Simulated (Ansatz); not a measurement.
## Several settings converged on a (110) slab of HgTe (cut from a parent of space group no. 63; 8 atoms in the cell)

```
HgTe
1.0
    5.78077     0.00000     0.00000
    0.00000     4.56608     0.00000
    0.00000     0.00000    21.09011
Hg Te
4 4
Direct
  0.25000   0.68537   0.35930
  0.75000   0.04513   0.42653
  0.25000   0.83147   0.57348
  0.75000   0.19123   0.64071
  0.25000   0.19167   0.45391
  0.75000   0.53883   0.33191
  0.25000   0.33777   0.66809
  0.75000   0.68493   0.54609
```

Base method: PBEsol, default PAW files made with PBE (plane waves; Ansatz, a program for electronic structure).

Base settings: basis.ecutwfc = 420 eV; kpoints.mp_grid.grid = 3 4 1; hamiltonian.xc = pbesol; hamiltonian.pseudopotentials = {kind: paw} (the program's default PAW files); scf.occupations.method = gaussian; scf.occupations.width = 0.1 eV.

The count of work is k-points × plane waves × bands × iterations; it is no time. Core times come from one kind of shared machine, to one figure; runs under 30 s give none.

**The vacuum**

The mesh stays at the base's, so the ladder's end is converged at best in this setting alone.

Only quantities that move along the ladder and can be compared are tabulated.

| vacuum between outermost atoms (Å) | free energy less the last step's (meV/atom) | largest difference of a force vector from the last step's (eV/Å) | count of work / last |
|---|---|---|---|
| 3.0 | -32.41 | 0.183 | 0.27 |
| 4.0 | -9.72 | 0.103 | 0.30 |
| 5.0 | -2.00 | 0.026 | 0.33 |
| 6.0 | -0.48 | 0.007 | 0.35 |
| 7.0 | -0.12 | 0.002 | 0.38 |
| 8.0 | -0.02 | 0.001 | 0.41 |
| 10.0 | 0.00 | 0.000 | 0.46 |
| 12.0 | 0.00 | 0.000 | 0.51 |
| 14.0 | 0.00 | 0.000 | 0.57 |
| 17.0 | -0.01 | 0.000 | 0.65 |
| 20.0 | -0.01 | 0.000 | 0.73 |
| 25.0 | -0.01 | 0.000 | 0.86 |
| 30.0 | 0.00 | 0.000 | 1.0 |

Smallest vacuum between outermost atoms (Å) that holds the free energy within 1 meV/atom of the last step, with all finer ones: 6.0, at 0.35 of the last step's count of work; the step before is off by 2.0 meV/atom.

Smallest vacuum between outermost atoms (Å) that holds the forces within 0.005 eV/Å of the last step, with all finer ones: 7.0, at 0.38 of the last step's count of work; the step before is off by 0.007 eV/Å.

**The k-point mesh**

Only quantities that move along the ladder and can be compared are tabulated.

| kpoints.mp_grid.grid | free energy less the last step's (meV/atom) | largest difference of a force vector from the last step's (eV/Å) | count of work / last | core time / last (rough) |
|---|---|---|---|---|
| 1 2 1 | 197.25 | 1.037 | 0.031 | – |
| 2 2 1 | 8.49 | 0.367 | 0.044 | – |
| 2 3 1 | -42.84 | 0.259 | 0.050 | – |
| 3 3 1 | 7.39 | 0.154 | 0.050 | – |
| 3 4 1 | -7.82 | 0.253 | 0.075 | – |
| 4 5 1 | -2.64 | 0.079 | 0.10 | – |
| 5 6 1 | -1.15 | 0.067 | 0.13 | – |
| 6 7 1 | 2.32 | 0.062 | 0.20 | 0.2 |
| 7 9 1 | 2.15 | 0.033 | 0.25 | 0.3 |
| 8 10 1 | -0.16 | 0.023 | 0.33 | 0.4 |
| 9 12 1 | -0.29 | 0.026 | 0.39 | 0.5 |
| 11 14 1 | -0.62 | 0.016 | 0.60 | 0.6 |
| 13 16 1 | 0.09 | 0.015 | 0.79 | 0.8 |
| 15 19 1 | 0.00 | 0.000 | 1.0 | 1 |

Coarsest kpoints.mp_grid.grid that holds the free energy within 2 meV/atom of the last step, with all finer ones: 8 10 1, at 0.33 of the last step's count of work and about 0.4 of the last step's time; the step before is off by 2.2 meV/atom.

Coarsest kpoints.mp_grid.grid that holds the forces within 0.02 eV/Å: not settled: the last two steps still differ by 0.015 eV/Å, over half the tolerance, so the ladder does not show it.

Two neighbours can agree and both be off: 6 7 1 and 7 9 1 differ by 0.16 meV/atom in the free energy, yet lie about 2.2 meV/atom from the last step.

**The plane-wave cutoff**

The mesh stays at the base's, so the ladder's end is converged at best in this setting alone.

Only quantities that move along the ladder and can be compared are tabulated.

| basis.ecutwfc | free energy less the last step's (meV/atom) | largest difference of a force vector from the last step's (eV/Å) | count of work / last |
|---|---|---|---|
| 210 eV | 6129.67 | 0.278 | 0.15 |
| 250 eV | 1118.19 | 0.082 | 0.18 |
| 295 eV | 120.79 | 0.005 | 0.21 |
| 355 eV | 3.79 | 0.001 | 0.27 |
| 420 eV | 1.38 | 0.000 | 0.35 |
| 505 eV | 0.28 | 0.000 | 0.46 |
| 630 eV | 0.07 | 0.000 | 0.65 |
| 840 eV | 0.00 | 0.000 | 1.0 |

Coarsest basis.ecutwfc that holds the forces within 0.01 eV/Å of the last step, with all finer ones: 295 eV, at 0.21 of the last step's count of work; the step before is off by 0.082 eV/Å.

Coarsest basis.ecutwfc that holds the free energy within 1 meV/atom of the last step, with all finer ones: 505 eV; the step before is off by 1.4 meV/atom.

On the base run: the starting cell comes from a database of computed structures (which also holds hypothetical and non-ambient phases and stackings), without a prior relaxation at this level. The slab is cut from that crystal, and its faces are unrelaxed. Its lattice was rescaled by up to half a per cent. Spin polarisation is off, though cut faces can carry moments; the slab shows no gap. Without a gap this mesh is coarse (it stands for a supercell whose shortest in-plane vector is 17 Å).

Keys are those of Ansatz 0.2.
